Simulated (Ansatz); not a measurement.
We look at the energy of the reaction as written. Reaction: 6 C (graphite) + K (bcc) → cell A. A negative value means that the right-hand side lies lower.

Cell A: a layer of C (graphite, P6₃/mmc), 7 atoms, hexagonal cell of 4.27 Å (15.8 Å²), symmetry P6mm within 0.02 Å, 2.9 Å thick under 15 Å of vacuum, in-plane vectors held at the crystal's; planes from bottom to top: C6 | K, its two faces unlike (dipole correction applied); added, foreign or displaced atoms, above the top plane: K bound to 6 C at 3.24 Å; spin state with PBE: run without spin, k-point mesh 13×13×1.
```xyz
7
Lattice="4.2695 0.0000 0.0000 -2.1347 3.6975 0.0000 0.0000 0.0000 18.2964" Properties=species:S:1:pos:R:3 pbc="T T T"
C      0.7115     1.2323     7.9123
C      1.4230     0.0000     7.9123
C      2.8465     0.0000     7.9123
C      1.4233     2.4652     7.9123
C     -1.4233     2.4652     7.9123
C     -0.7115     1.2323     7.9123
K      0.0000     0.0000    10.8225
```

Reference: C (graphite, P6₃/mmc), 12 atoms in the cell, the relaxed perfect crystal repeated, atoms not moved again, k-point mesh 13×13×6 on the run's own vectors.

Reference: K (bcc, Im-3m), 1 atom in the cell, k-point mesh 16×16×16 on the run's own vectors. Conventional cell: a = b = c = 5.1737 Å, α = β = γ = 90.00°.

Plane-wave PAW calculations with Ansatz (a program for electronic structure), its default PAW set, cutoff 420 eV, 500 eV for r2SCAN. The structures are at rest with PBE+D3(BJ), within the held lattices; other levels are single points on them. Neutral cells; Fermi-Dirac smearing of at most 0.10 eV in the solids, energies taken to zero width. The lattices are those relaxed with PBE+D3(BJ), so at other levels the solids can be strained, which adds to the spread. A dispersion term (D3(BJ), or D4 for r2SCAN) was computed beside these levels and is taken off wherever the name lacks it. Nuclei at rest; no vibrational terms. The structures are the rest points that the relaxations reached, not proven lowest. Values are for these cell sizes. Cell A has symmetry P6mm within 0.02 Å and got no random move, so less symmetric positions, which may lie lower, weren't tried.

What is the computed value (PBE)?

-0.01 eV, for 6 C (graphite) + K (bcc) → cell A.

What do the other levels give, and how wide is the spread?


```json
[
 {"Level": "PBE+D3(BJ)", "value (eV)": "0.39", "less PBE": "0.40"},
 {"Level": "r2SCAN", "value (eV)": "0.05", "less PBE": "0.06"},
 {"Level": "r2SCAN+D4", "value (eV)": "0.27", "less PBE": "0.28"}
]
```

The levels shown span 0.40 eV, from PBE (-0.01) to PBE+D3(BJ) (0.39).
